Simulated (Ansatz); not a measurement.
Pressure series in AgBr

Start from AgBr in the rock salt structure (space group Fm-3m, No. 225; a = 5.841 Å).

Cell and atoms are relaxed at each pressure.

The values are results of PBE (Ansatz, a quantum-chemistry and plane-wave program), no spin-orbit coupling, not measurements.

Two rows of this table had their results exchanged by mistake.

```csv
pressure,volume per atom (Å³),shortest distance (Å),band gap
pressure −2 GPa,26.46,2.980,0.72 eV
pressure −1 GPa,25.61,2.948,0.70 eV
pressure 3 GPa,23.34,2.858,0.67 eV
pressure 7 GPa,21.91,2.798,0.67 eV
pressure 15 GPa,20.05,2.717,0.71 eV
pressure 30 GPa,18.00,2.621,0.84 eV
pressure 50 GPa,14.09,2.415,0.12 eV
pressure 75 GPa,15.03,2.468,0.33 eV
pressure 100 GPa,16.35,2.538,0.60 eV
```

Question: Which two?

Answer: The rows for pressure 50 GPa and pressure 100 GPa: the volume has to fall steadily with pressure, so 16.35 Å³ belongs to pressure 50 GPa and 14.09 Å³ to pressure 100 GPa.

Load acts through the strain it causes; cell and atoms are relaxed under it. Stability against distortions was not tested. Competing high-pressure phases were not computed. The zero or small gap of AgBr under pressure 100 GPa can change with the level of theory.
